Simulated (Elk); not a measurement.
Input and output of a self-consistent single point for Rh (Fm-3m, 1 atom in the cell) (Elk).

Level of theory: PBE, all-electron FP-LAPW, Elk's shipped species files, LAPW+lo basis in Elk.

```
Rh
1.0
    0.00000     1.90950     1.90950
    1.90950     0.00000     1.90950
    1.90950     1.90950     0.00000
Rh
1
Direct
  0.00000   0.00000   0.00000
```

Reference input (self-consistent single point, DFT, PBE, all-electron FP-LAPW, Elk's shipped species files, LAPW+lo basis): xctype = 20; rgkmax = 8; swidth = 0.00367493 Ha; ngridk = 15 15 15; gmaxvr = 14 1/bohr; nxoapwlo = 1; rmtscf = 0.92; maxscl = 100. This run's input differs from it in these lines:

```diff
@@ -19,3 +19,3 @@
 swidth
-  0.00367493
+  0.00734986
 
@@ -36,3 +36,3 @@
 ngridk
-  15 15 15
+  24 24 24
```

Output (repeated stretches shortened):

```
│ Self-consistent loop started │
│ Loop number : 1 │
 total energy                :     -4783.08106555
│ Loop number : 2 │
 total energy                :     -4783.29983312
RMS change in Kohn-Sham potential (target) :   0.1712474318     (  0.1000000000E-05)
Absolute change in total energy (target)   :   0.2187675672     (  0.1000000000E-03)
│ Loop number : 3 │
 total energy                :     -4783.61423721
RMS change in Kohn-Sham potential (target) :   0.1619481683     (  0.1000000000E-05)
Absolute change in total energy (target)   :   0.3690959856     (  0.1000000000E-03)
│ Loop number : 4 │
   [... lines left out ...]
Absolute change in total energy (target)   :   0.1728431596E-02 (  0.1000000000E-03)
│ Loop number : 13 │
 total energy                :     -4785.34507752
RMS change in Kohn-Sham potential (target) :   0.8515327315E-06 (  0.1000000000E-05)
Absolute change in total energy (target)   :   0.2308348203E-03 (  0.1000000000E-03)
│ Loop number : 14 │
 total energy                :     -4785.34506912
RMS change in Kohn-Sham potential (target) :   0.5190193080E-06 (  0.1000000000E-05)
Absolute change in total energy (target)   :   0.6611192202E-04 (  0.1000000000E-03)
Convergence targets achieved

│ Loop number : 15 │

Energies :
 Fermi                       :     0.437212408892
 total energy                :     -4785.34505171

Density of states at Fermi energy :    38.08171176
 (states/Hartree/unit cell)

Estimated indirect band gap :   0.6886100968E-03
 from k-point    244 to k-point     50
Estimated direct band gap   :   0.6749295660E-02
 at k-point     81

Charges :
 core                        :    28.00000000
 valence                     :    17.00000000
 interstitial                :    1.504987403
 muffin-tins (core leakage)
  species :    1 (Rh)
   atom    1                 :    43.49501260     (  0.7824582937E-07)
 total in muffin-tins        :    43.49501260
 total calculated charge     :    45.00263325
 total charge                :    45.00000000
 error                       :   0.2633250033E-02

│ Self-consistent loop stopped │
```

The run converged in 15 iterations. The count includes the last loop, which Elk runs after its targets are met. Against the reference run the free energy drops by 68.8 meV/atom.

The starting cell has typed, rounded lattice constants, without a prior relaxation at this level. Its lattice was rescaled by up to half a per cent. Spin polarisation is off. Values depend on the basis (sphere radii, cutoffs, local orbitals), which need not be converged. The log's line on a gap gives a spacing of levels on this mesh, which the program prints for metals too.
